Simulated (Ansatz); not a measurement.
The starting structures come from a database of crystals and need not be the phases stable at ambient conditions.

Input:

```xyz
16
Lattice="6.9393 0.0000 0.0000 0.0000 7.2991 0.0000 0.9097 0.0000 6.5304" Properties=species:S:1:pos:R:3 pbc="T T T"
La     1.5588     0.3879     1.2324
La     6.2902     6.9112     5.2980
La     2.8205     4.0374     5.2980
La     5.0285     3.2617     1.2324
Cu     7.1353     2.4518     3.7190
Cu     0.7137     4.8473     2.8113
Cu     4.1833     6.1013     2.8113
Cu     3.6657     1.1978     3.7190
S      7.7571     2.0002     5.9211
S      0.0919     5.2988     0.6092
S      3.5616     5.6498     0.6092
S      4.2874     1.6493     5.9211
S      2.0881     6.4508     3.8298
S      5.7610     0.8483     2.7006
S      2.2913     2.8012     2.7006
S      5.5577     4.4978     3.8298
```

Space group of this cell: P2_1/c. The cell is taken as given.

Transport runs along the normal of the first two printed cell vectors.

No gap correction and no spin-orbit coupling; mid-gap values are interpolated between computed energies.

Problem. Give the band gap and the smallest decay constant κ at mid-gap that r2SCAN run with Ansatz (a program for electronic structure) yields.

Solution. Gap 1.51 eV on a 6×4×6 mesh; κ = 0.209 1/Å, at the zone centre.
